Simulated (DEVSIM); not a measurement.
System: Schottky contact on n-type In0.53Ga0.47As, at 400 K.

```
layer (left to right)        material  thickness (μm)  Nd (cm⁻³)  τn (s)  τp (s)
---------------------  --------------  --------------  ---------  ------  ------
1                      In0.53Ga0.47As            14.0     2.2e15  1.4e-9  1.4e-9
```

Left contact: Schottky, work function 4.79 eV, emission velocity 3.8e6 cm/s. Right contact: ohmic. Voltage is applied to the left contact. Recombination: SRH at mid-gap, radiative, Auger. Mobility is constant in doping.

This is a model device: material constants are rounded textbook-type values typed into the input, and sizes, dopings and lifetimes were drawn at random. Values at 300 K; Nc and Nv go as T^1.5, mobilities as T to minus their exponent, the gap by Varshni's rule with the affinity fixed.

```tsv
parameter	In0.53Ga0.47As
gap (eV)	0.74
affinity (eV)	4.51
permittivity	13.9
Nc (cm⁻³)	2.1e17
Nv (cm⁻³)	7.7e18
μn (cm²/Vs)	12000
μp (cm²/Vs)	300
T exponent of μn	1.6
T exponent of μp	1.6
B (cm³/s)	9.6e-11
Cn (cm⁶/s)	5e-29
Cp (cm⁶/s)	5e-29
Varshni α (eV/K)	0.00035
Varshni β (K)	190
```

Model (solved in DEVSIM): 1D drift-diffusion, Boltzmann statistics, complete ionisation; no tunnelling, impact ionisation, image-force lowering or self-heating. Metal contacts follow the ideal Schottky-Mott rule: no Fermi-level pinning, no interface dipoles.

The doping Nd of layer 1 was swept, all else fixed.

| doping Nd of layer 1 (cm^-3) | potential step across the device at zero bias (V) | largest field in the device at zero bias (V/cm) |
|---|---|---|
| 6.6e13 | 0.004 | 91 |
| 2.2e14 | 0.031 | 870 |
| 6.6e14 | 0.067 | 2600 |
| 2.2e15 | 0.108 | 6600 |
| 6.6e15 | 0.146 | 14000 |
| 2.2e16 | 0.187 | 29000 |
| 6.6e16 | 0.225 | … |

Question: What belongs in the gaps?

Answer: 
- 6.6e16, largest field in the device at zero bias (V/cm): 57000
